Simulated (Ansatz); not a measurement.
**A computed series for SnO2: response to strain**

The parent structure is SnO$_{2}$ in the rutile structure (space group P4_2/mnm, No. 136; a = 4.7692 Å, c = 3.2120 Å). Axes: x, y, z lie along a, b, c of the conventional cell.

Strains are applied to the cell and any free atomic positions relax.

Computed with Ansatz (a first-principles code) PBEsol, scalar-relativistic without spin-orbit coupling.

Notes on the quantities. pressure: mean of the normal stresses, compression positive; energy relative to the base: free energy F.

| change | pressure | electron mass | band gap | energy relative to the base | volume per atom |
|---|---|---|---|---|---|
| base | 0.00 GPa | 0.17 mₑ along c, 0.19 mₑ across (at Γ) | 0.92 eV | 0 meV/atom | 12.18 Å³ |
| uniaxial strain ε_zz = −3.00 % | 7.55 GPa | 0.19 mₑ along z, 0.22 mₑ across (at Γ) | 1.33 eV | +15 meV/atom | 11.81 Å³ |
| uniaxial strain ε_zz = −2.40 % | 5.94 GPa | 0.19 mₑ along z, 0.22 mₑ across (at Γ) | 1.25 eV | +9.3 meV/atom | 11.88 Å³ |
| uniaxial strain ε_zz = −1.80 % | 4.38 GPa | 0.18 mₑ along z, 0.21 mₑ across (at Γ) | 1.17 eV | +5.2 meV/atom | 11.96 Å³ |
| uniaxial strain ε_zz = −1.20 % | 2.87 GPa | 0.18 mₑ along z, 0.20 mₑ across (at Γ) | 1.08 eV | +2.3 meV/atom | 12.03 Å³ |
| uniaxial strain ε_zz = −0.60 % | 1.41 GPa | 0.17 mₑ along z, 0.19 mₑ across (at Γ) | 1.00 eV | +0.5 meV/atom | 12.10 Å³ |

Masses are band curvatures over ±0.01 Å⁻¹ around the edge. Stability against distortions was not tested.
